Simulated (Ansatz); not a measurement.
Start from BN in the wurtzite structure (space group P6_3mc, No. 186; a = 2.5410 Å, c = 4.2033 Å). Axes: x lies along a and z along c of the hexagonal cell.

It is then changed as follows: tensile biaxial strain of 1.20 % in the plane normal to [001], as in epitaxy on a mismatched substrate; the out-of-plane cell vector and the atoms relax.

The values are results of DFT with PBEsol, PAW potentials and a 420 eV plane-wave cutoff in Ansatz (a first-principles code), no spin-orbit coupling, not measurements.

Base, band edges from the VBM (valence, conduction): K -5.49, 4.96; H -3.07, 9.28; M -2.13, 6.59; L -3.61, 6.47; A -1.19, 9.47; Γ 0.00, 8.34 eV.

### Question
Give the band edges at the high-symmetry points of the new zone, measured from its valence-band maximum.

### Answer
```tsv
point	valence edge (eV)	conduction edge (eV)
Γ	0.00	8.14
M	-2.04	6.38
K	-5.27	5.07
A	-1.22	9.09
L	-3.46	6.43
H	-2.92	9.29
```

The gap is 5.07 eV, indirect, Γ → K.

Stability against distortions was not tested.
